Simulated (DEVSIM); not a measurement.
Device: illuminated CdTe p-on-n cell, one wavelength, at 400 K.

Layer 1 from the left is CdTe, thickness (μm) 0.150, Na (cm⁻³) 2.5e18, τn (s) 4.2e-10, τp (s) 9e-11, absorption coefficient (cm⁻¹) 22000. Layer 2 from the left is CdTe, thickness (μm) 5.30, Nd (cm⁻³) 1.4e16, τn (s) 5.6e-10, τp (s) 5.6e-10, absorption coefficient (cm⁻¹) 22000.

Left contact: ohmic, minority electron recombination velocity 600 cm/s. Right contact: ohmic, minority hole recombination velocity 100 cm/s. Voltage is applied to the left contact. Recombination: SRH at mid-gap, radiative, Auger. Light enters at the left, 2.1e18 photons cm⁻² s⁻¹, one pass, no reflection. Mobility is constant in doping.

The device is made up for the run: typed textbook-type constants, with dimensions and the other settings drawn at random. Values at 300 K; Nc and Nv go as T^1.5, mobilities as T to minus their exponent, the gap by Varshni's rule with the affinity fixed.

CdTe: gap (eV) 1.5, affinity (eV) 4.28, permittivity 10.2, Nc (cm⁻³) 8e17, Nv (cm⁻³) 1.8e19, μn (cm²/Vs) 1000, μp (cm²/Vs) 80, T exponent of μn 1.7, T exponent of μp 1.5, B (cm³/s) 1e-10, Cn (cm⁶/s) 1e-30, Cp (cm⁶/s) 1e-30, Varshni α (eV/K) 0.00031, Varshni β (K) 108.

Simulated with DEVSIM: 1D drift-diffusion, Boltzmann statistics, complete ionisation; no tunnelling, impact ionisation, image-force lowering or self-heating.

Dark forward current:

| |V| (V) | |J| (A/cm²) |
|---|---|
| 0.05 | 1.256e-6 |
| 0.10 | 3.711e-6 |
| 0.15 | 8.812e-6 |
| 0.20 | 1.964e-5 |
| 0.25 | 4.280e-5 |
| 0.30 | 9.255e-5 |
| 0.35 | 0.0001998 |
| 0.40 | 0.0004322 |
| 0.45 | 0.0009386 |
| 0.50 | 0.002052 |
| 0.55 | 0.004525 |
| 0.60 | 0.01012 |
| 0.65 | 0.02307 |
| 0.70 | 0.05413 |
| 0.75 | 0.1323 |
| 0.80 | 0.3416 |
| 0.85 | 0.9403 |
| 0.90 | 2.744 |
| 0.95 | 8.158 |
| 1.00 | 22.64 |
| 1.05 | 53.22 |
| 1.10 | 103.5 |
| 1.15 | 172.7 |
| 1.20 | 259.0 |
| 1.25 | 360.1 |
| 1.30 | 474.4 |

Task: Work out the local ideality factor n = ΔV / (kT/q · ln(J2/J1)) between the rows 0.15 and 0.20 V, 0.90 and 0.95 V, 1.25 and 1.30 V.

Result: kT/q = 34.47 mV. From 0.15 to 0.20 V: ln(1.964e-5/8.812e-6) = 0.801, n = 1.81. From 0.90 to 0.95 V: ln(8.158/2.744) = 1.090, n = 1.33. From 1.25 to 1.30 V: ln(474.4/360.1) = 0.276, n = 5.26; the layers' resistance at their doping, Σ W/(qμN) = 0.00039 Ω cm², would take 44 mV of this step of 50 mV.

Task: What current could the absorbed light give at most, and what share is collected?

Result: Σ αd = 12.0, so qΦ(1 − exp(−Σ αd)) = 336 mA/cm². The simulated short-circuit current is 258.1 mA/cm², a share of 0.77.

Task: Estimate the open-circuit voltage by superposition: the voltage at which the dark current equals that short-circuit current.

Result: Interpolating ln J in the table gives 0.785 V. The simulation gives 0.780 V; the estimate lies 5 mV above. Superposition holds where collection doesn't change with voltage.

Task: Estimate the fill factor from FF0 = (v − ln(v + 0.72))/(v + 1), v = qVoc/(nkT), with n from the dark curve.

Result: The rows about Voc, 0.75 and 0.80 V, give n = 1.53, so v = 14.8 and FF0 = 0.763. The simulation gives 0.697; the estimate lies 9.5 % above.
